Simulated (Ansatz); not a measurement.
# Armchair MoS2 nanoribbon, N = 10, bare edges

Levels: PBE (plane waves to 420 eV, PAW; Ansatz, a quantum-chemistry and plane-wave program); PBE with spin-orbit coupling run with Ansatz; r2SCAN (plane waves to 500 eV, PAW; Ansatz). Unmarked values and the geometry are of the first. Mesh 1×1×6. No spin polarisation, so a magnetic state wasn't tested. It repeats along c; a and b span vacuum. An idealised model, cut from the flat sheet. It keeps the symmetry and period of its start, so it need not be a minimum against all distortions. Values not marked SOC lack spin–orbit coupling. Buckling under compression is shut out by symmetry and the short period.

```
Item                                                                           Result
---------------------------------------------------------------  --------------------
period along the axis (30 atoms)                                              5.484 Å
largest distance between nuclei across the axis                               14.82 Å
edge energy against the flat MoS2 sheet, per length of one edge           +0.716 eV/Å
PBE gap                                                          0.52 eV, direct at Γ
electron mass along the axis (PBE)                                             1.2 mₑ
hole mass along the axis (PBE)                                                 1.1 mₑ
PBE+SOC gap at this geometry                                                  0.52 eV
r2SCAN gap at this geometry                                                   0.69 eV
axial stiffness dF/dε                                                          160 nN
```

```yaml
crystal:
  lattice:
    - [25.50000, 0.00000, 0.00000]
    - [0.00000, 14.50000, 0.00000]
    - [0.00000, 0.00000, 5.48368]
  atoms:
    - { symbol: S, position: [0.21589, 0.39274, 0.65814] }
    - { symbol: Mo, position: [0.22612, 0.50000, 0.35592] }
    - { symbol: S, position: [0.21589, 0.60726, 0.65814] }
    - { symbol: S, position: [0.28196, 0.38980, 0.16215] }
    - { symbol: Mo, position: [0.27814, 0.50000, 0.84215] }
    - { symbol: S, position: [0.28196, 0.61020, 0.16215] }
    - { symbol: S, position: [0.34236, 0.39423, 0.66739] }
    - { symbol: Mo, position: [0.34375, 0.50000, 0.32750] }
    - { symbol: S, position: [0.34236, 0.60577, 0.66739] }
    - { symbol: S, position: [0.40657, 0.39202, 0.16633] }
    - { symbol: Mo, position: [0.40628, 0.50000, 0.83304] }
    - { symbol: S, position: [0.40657, 0.60798, 0.16633] }
    - { symbol: S, position: [0.46855, 0.39192, 0.66674] }
    - { symbol: Mo, position: [0.46889, 0.50000, 0.33323] }
    - { symbol: S, position: [0.46855, 0.60808, 0.66674] }
    - { symbol: S, position: [0.53145, 0.39192, 0.16674] }
    - { symbol: Mo, position: [0.53111, 0.50000, 0.83323] }
    - { symbol: S, position: [0.53145, 0.60808, 0.16674] }
    - { symbol: S, position: [0.59343, 0.39202, 0.66633] }
    - { symbol: Mo, position: [0.59372, 0.50000, 0.33304] }
    - { symbol: S, position: [0.59343, 0.60798, 0.66633] }
    - { symbol: S, position: [0.65764, 0.39423, 0.16739] }
    - { symbol: Mo, position: [0.65625, 0.50000, 0.82750] }
    - { symbol: S, position: [0.65764, 0.60577, 0.16739] }
    - { symbol: S, position: [0.71804, 0.38980, 0.66215] }
    - { symbol: Mo, position: [0.72186, 0.50000, 0.34215] }
    - { symbol: S, position: [0.71804, 0.61020, 0.66215] }
    - { symbol: S, position: [0.78411, 0.39274, 0.15814] }
    - { symbol: Mo, position: [0.77388, 0.50000, 0.85592] }
    - { symbol: S, position: [0.78411, 0.60726, 0.15814] }
```
